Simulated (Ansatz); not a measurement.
Consider Ag in the fcc (Cu type) structure (space group Fm-3m, No. 225; a = 4.0009 Å; relaxed with 0.1 eV smearing). Axes: x, y, z lie along the cube axes.

Computed with LDA in Ansatz (plane waves to 420 eV, PAW, spin-orbit coupling left out).

Perturbation: tensile biaxial strain of 2.50 % in the plane normal to [111], as in epitaxy on a mismatched substrate; the out-of-plane cell vector and the atoms relax.

### Question
Estimate the effect on the ratio −ε⊥/ε∥.

### Answer
The ratio −ε⊥/ε∥ amounts to 0.90.

Whether these cells are dynamically stable was not tested.

Ansatz is a program for electronic structure.
